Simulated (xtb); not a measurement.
xtb 6.7.1, GFN1-xTB: c1csc(-c2cc3cc4sc(-c5ccc6c(c5)oc5ccccc56)cc4cc3s2)c1, 44 atoms. The geometry is a generated start, not checked to be a minimum at this level.

- run flags: --grad
- method: GFN1-xTB
- --acc: 1 (default)
- --etemp (K): 300 (default)
- basis functions: 166
- valence electrons: 142

One run each on 1 thread. Values of broydamp tried: 0.02, 0.05, 0.1, 0.2, 0.4 (default), 0.6, 0.8, 1.

**Question.** Predict the course of the SCC iterations along this series.

**Answer.** Fewest SCC iterations, within one of each other: 0.2 with 12, 0.4 (default) with 11, 0.6 with 11. The count rises to 17 at 0.02. All converge to one solution.

| broydamp | SCC iterations | end |
|---|---|---|
| 0.02 | 17 | same solution |
| 0.05 | 15 | same solution |
| 0.1 | 13 | same solution |
| 0.2 | 12 | same solution |
| 0.4 (default) | 11 | same solution |
| 0.6 | 11 | same solution |
| 0.8 | 13 | same solution |
| 1 | 14 | same solution |
